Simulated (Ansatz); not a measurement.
Reference: SrTiO3 (Pm-3m), PBEsol with spin-orbit coupling, rigid bands (plane waves, PAW; Ansatz, a first-principles code); axes and stresses refer to this cell.

```
CELL_PARAMETERS angstrom
      3.89113     0.00000     0.00000
      0.00000     3.89113     0.00000
      0.00000     0.00000     3.89113
ATOMIC_POSITIONS crystal
  Sr 0.00000 0.00000 0.00000
  Ti 0.50000 0.50000 0.50000
  O  0.50000 0.00000 0.50000
  O  0.00000 0.50000 0.50000
  O  0.50000 0.50000 0.00000
```

The hole conductivity mass is 1.86 mₑ. The electron conductivity mass comes out as 0.65 mₑ and the band gap is 1.84 eV.

Question: Change: uniaxial stress along [111] of -1 GPa (compression positive). What happens to hole conductivity mass, electron conductivity mass, band gap?

Answer: hole conductivity mass moves little, to 1.87 mₑ; electron conductivity mass moves little, to 0.66 mₑ; band gap moves little, to 1.83 eV.

Question: Change: uniaxial stress along [111] of 2 GPa (compression positive). What happens to hole conductivity mass, electron conductivity mass, band gap?

Answer: hole conductivity mass moves little, to 1.86 mₑ; electron conductivity mass grows to 0.68 mₑ; band gap moves little, to 1.82 eV.

Masses are for dilute carriers at 300 K, harmonic means over directions unless an axis is named. Stresses and pressures are the targets of the relaxation.  The structure type is held under load, also where the real crystal would transform.
